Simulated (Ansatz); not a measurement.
## Ge2Sb2Te5 (space group Cm, No. 8; a cell from a computed database, its experimental status unchecked)

```xyz
9
Lattice="6.6813 -2.9994 0.0000 6.6813 2.9994 0.0000 -6.6244 0.0000 6.7145" Properties=species:S:1:pos:R:3 pbc="T T T"
Ge    -0.0242     0.0000     6.5980
Ge    -1.2651     0.0000     2.4529
Sb     3.8772     0.0000     5.3846
Sb     2.8244     0.0000     1.4203
Te     9.3610     0.0000     1.4692
Te     1.2753     0.0000     4.0924
Te     0.0095     0.0000     0.0211
Te     5.4668     0.0000     2.7155
Te    -2.5655     0.0000     5.3910
```

Method: Ansatz (a quantum-chemistry and plane-wave program) PBEsol, spin-orbit coupling left out. k-mesh 9×9×7 (Γ-centred); smearing 0.05 eV (Fermi–Dirac).

- Volume per atom: 29.90 Å³
- Density: 6.34 g/cm³
- Band gap: zero
- Total energy: -6203.477 eV/atom (σ→0; compares only within this code and set-up)

Spin-orbit coupling, missing from the scalar runs, can matter with Sb and Te. Whether these cells are dynamically stable was not tested. The final runs are not spin-polarised. A zero or small gap of Ge2Sb2Te5 can be the functional's error rather than a property of the material.
